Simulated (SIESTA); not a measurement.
Short convergence ladders for WC (P3m1, 2 atoms in the cell)

```yaml
crystal:
  lattice:
    - [1.46227, -2.53274, 0.00000]
    - [1.46227, 2.53274, 0.00000]
    - [0.00000, 0.00000, 2.85420]
  atoms:
    - { symbol: W, position: [0.00000, 0.00000, 0.01752] }
    - { symbol: C, position: [0.33333, 0.66667, 0.50000] }
```

Base method: LDA PW92, numerical atomic orbitals TZP, PseudoDojo LDA standard norm-conserving potentials (rewritten from UPF to PSML) in SIESTA 5.4.2.

Base settings: XC.functional = LDA; XC.authors = PW92; potentials = PseudoDojo LDA standard; PAO.BasisSize = TZP; PAO.EnergyShift = 0.01 Ry; MeshCutoff = 300 Ry; kgrid.MonkhorstPack = 6 6 5; OccupationFunction = MP; OccupationMPOrder = 0; ElectronicTemperature = 100 meV.

Core times come from one kind of shared machine, to one figure; runs under 30 s give none.

**The k-point mesh at a smearing width of 0.02 eV**

In this ladder: ElectronicTemperature = 20 meV.

Only quantities that move along the ladder and can be compared are tabulated.

```tsv
kgrid.MonkhorstPack	free energy less the last step's (meV/atom)	pressure (GPa)	largest difference of a force vector from the last step's (eV/Å)	core time / last (rough)
5 5 4	25.99	-15.16	0.187	–
7 7 6	4.37	-15.54	0.009	0.06
10 10 9	-2.35	-15.86	0.021	0.1
14 14 13	0.07	-15.84	0.017	0.2
17 17 15	-0.18	-15.91	0.001	0.3
25 25 22	0.00	-15.87	0.000	1
```

Coarsest kgrid.MonkhorstPack that holds the forces within 0.005 eV/Å of the last step, with all finer ones: 17 17 15, at about 0.3 of the last step's time; the step before is off by 0.017 eV/Å.

Coarsest kgrid.MonkhorstPack that holds the pressure within 0.1 GPa of the last step, with all finer ones: 10 10 9, at about 0.1 of the last step's time; the step before is off by 0.33 GPa.

Coarsest kgrid.MonkhorstPack that holds the free energy within 0.5 meV/atom of the last step, with all finer ones: 14 14 13, at about 0.2 of the last step's time; the step before is off by 2.4 meV/atom.

**The width of Fermi-Dirac smearing**

In this ladder: kgrid.MonkhorstPack = 10 10 8; OccupationFunction = FD; OccupationMPOrder = default.

Narrow widths need finer meshes than wide ones, so the last steps can hold mesh noise.

Only quantities that move along the ladder and can be compared are tabulated; pressure and forces are left out, as mesh noise rules them at narrow widths.

```csv
ElectronicTemperature,free energy less the last step's (meV/atom)
1000 meV,-508.41
500 meV,-89.11
300 meV,-23.75
100 meV,0.00
```

Widest ElectronicTemperature that holds the free energy within 5 meV/atom: not settled: the last two steps still differ by 24 meV/atom, over half the tolerance, so the ladder does not show it.

**The SCF threshold**

In this ladder: SCF.DM.Tolerance = default; SCF.DM.Converge = false; SCF.H.Converge = false; SCF.FreeE.Converge = true.

The mesh stays at the base's, so the ladder's end is converged at best in this setting alone.

Only quantities that move along the ladder and can be compared are tabulated.

```tsv
SCF.FreeE.Tolerance	free energy less the last step's (meV/atom)	pressure (GPa)	largest difference of a force vector from the last step's (eV/Å)
1.0E-01 eV	1.96	-16.68	0.010
1.0E-03 eV	0.02	-15.85	0.000
1.0E-05 eV	0.00	-15.74	0.000
1.0E-07 eV	0.00	-15.74	0.000
1.0E-10 eV	0.00	-15.74	0.000
```

Coarsest SCF.FreeE.Tolerance that holds the pressure within 0.5 GPa of the last step, with all finer ones: 1.0E-03 eV; the step before is off by 0.94 GPa.

Coarsest SCF.FreeE.Tolerance that holds the free energy within 0.5 meV/atom of the last step, with all finer ones: 1.0E-03 eV; the step before is off by 2.0 meV/atom.

Coarsest SCF.FreeE.Tolerance that holds the forces within 0.005 eV/Å of the last step, with all finer ones: 1.0E-03 eV; the step before is off by 0.010 eV/Å.

On the base run: the starting cell has typed, rounded lattice constants, without a prior relaxation at this level. Its lattice was rescaled by up to half a per cent. One atom was moved a little off its site on purpose. Spin polarisation is off. Values carry the incompleteness of an atom-centred basis. In the base run, with a pressure of about -16 GPa the cell is away from its equilibrium volume at this level. Without a gap this mesh is coarse (it stands for a supercell whose shortest vector is 14 Å).

Left out of this page: 2 runs of the series outside the window shown, repeating another row's setting, or not comparable; 1 run of the series failed or unconverged.
